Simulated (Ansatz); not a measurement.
Consider Ag in the fcc (Cu type) structure (space group Fm-3m, No. 225; a = 4.054 Å).

Now apply this change: an isotropic linear strain of −3.66 %; the atoms relax in the strained cell.

Levels (all Ansatz, an electronic-structure program, PAW): PBEsol (420 eV, no spin-orbit coupling); r2SCAN (500 eV, scalar-relativistic without spin-orbit coupling).

The geometry is relaxed with PBEsol.

| Item | Value |
|---|---|
| PBEsol pressure | 18.3 GPa |

Q: Predict the pressure from r2SCAN.

A: The pressure increases by 5.25 GPa to 23.5 GPa.

Single points use the geometry relaxed with PBEsol. Their cutoffs differ, which shifts pressures a little. Whether these cells are dynamically stable was not tested.
